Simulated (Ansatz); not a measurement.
We consider BAs (model structure, P6₂22, No. 180, 6 atoms in the cell), described by LDA (Ansatz, a quantum-chemistry and plane-wave program, PAW).

Settings: plane-wave cutoff 520 eV, 18×18×8 k mesh (along the axes of the cell as run), Fermi–Dirac smearing 0.05 eV, scalar-relativistic PAW data made under PBE.

Cell (relaxed at this level):

```xyz
6
Lattice="3.4054 0.0000 0.0000 -1.7027 2.9492 0.0000 0.0000 0.0000 7.3510" Properties=species:S:1:pos:R:3 pbc="T T T"
B      1.7027     0.0000     4.9007
B     -0.8513     1.4745     2.4503
B      0.8514     1.4746     0.0000
As     1.7027     0.0000     1.2252
As    -0.8513     1.4746     6.1258
As     0.8514     1.4746     3.6755
```

Q: What does this level give for the band gap and bulk modulus B0?

A: 
- band gap: 0.32 eV (on the SCF k mesh)
- bulk modulus B0: 154 GPa

Note: the bulk modulus is −V dP/dV from two relaxed cells at ±2 % in volume; the relaxation could raise the start's symmetry but not lower it, so the cell can be a saddle point.

Spin–orbit coupling is not included.

A model structure was made by putting elements into a prototype or built by hand; it is no filed structure, need not be a known phase, and can be a saddle point held by its symmetry.
